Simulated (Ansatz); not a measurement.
GaGeO3 (model structure, started from the PbTiO3 type, P4mm, No. 99, 5 atoms in the cell): properties by level of theory

| level (code) | lattice constant a (Å) | lattice parameter c (Å) | cohesive energy (eV/atom) |
|---|---|---|---|
| LDA (Ansatz) | 3.453 | [?] | 5.41 |
| PBEsol (Ansatz) | [?] | 4.752 | 4.76 |
| r²SCAN (Ansatz) | 3.494 | [?] | 4.35 |
| r²SCAN+rVV10 (Ansatz) | 3.483 | [?] | [?] |

Question: Some entries are withheld; supply them.

Answer: 
- LDA (Ansatz, a program for electronic structure), lattice parameter c (Å): 4.688
- PBEsol (Ansatz), lattice constant a (Å): 3.490
- r²SCAN (Ansatz), lattice parameter c (Å): 4.742
- r²SCAN+rVV10 (Ansatz), lattice parameter c (Å): 4.717
- r²SCAN+rVV10 (Ansatz), cohesive energy (eV/atom): 4.49

Ansatz's density-functional and Hartree–Fock values are scalar-relativistic unless marked +SOC, with PAW data made under PBE.

Free atoms are spin-polarised, in the lowest state found; at levels without +SOC their spin–orbit coupling is left out.

The computed numbers hold no vibrational or temperature effects.

A model structure was made by putting elements into a prototype or built by hand; it is no filed structure, need not be a known phase, and can be a saddle point held by its symmetry.
